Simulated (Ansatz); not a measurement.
## Ru: pressure series

The reference is Ru in the hcp (Mg type) structure (space group P6_3/mmc, No. 194; a = 2.7222 Å, c = 4.2908 Å).

Cell and atoms are relaxed at each pressure.

Computed with Kohn–Sham DFT with the PBE functional, run in Ansatz (an electronic-structure program) with PAW and 420 eV plane waves, no spin-orbit coupling.

```json
[
 {"pressure (GPa)": "-2", "volume per atom (Å³/atom)": "13.858"},
 {"pressure (GPa)": "-1", "volume per atom (Å³/atom)": "13.813"},
 {"pressure (GPa)": "0", "volume per atom (Å³/atom)": "13.768"},
 {"pressure (GPa)": "0.7", "volume per atom (Å³/atom)": "13.737"},
 {"pressure (GPa)": "1.5", "volume per atom (Å³/atom)": "13.703"},
 {"pressure (GPa)": "3", "volume per atom (Å³/atom)": "?"},
 {"pressure (GPa)": "5", "volume per atom (Å³/atom)": "13.557"},
 {"pressure (GPa)": "7.5", "volume per atom (Å³/atom)": "13.458"},
 {"pressure (GPa)": "10", "volume per atom (Å³/atom)": "13.363"}
]
```

### Question
Fit the third-order Birch–Murnaghan form P(V) = (3B₀/2)[(V₀/V)^(7/3) − (V₀/V)^(5/3)]·[1 + (3/4)(B₀′ − 4)((V₀/V)^(2/3) − 1)] (squares taken in P) to the rows shown and predict the withheld row.

### Answer
Least squares on the printed values gives V₀ = 13.768 Å³/atom, B₀ = 312 GPa, B₀′ = 4.8; this predicts 13.639 Å³/atom, and the run gives 13.639 Å³/atom, in agreement.

Load acts through the strain it causes; cell and atoms are relaxed under it. No phonon test of stability was made. No other phases were tried under pressure. All final runs are without spin polarisation.
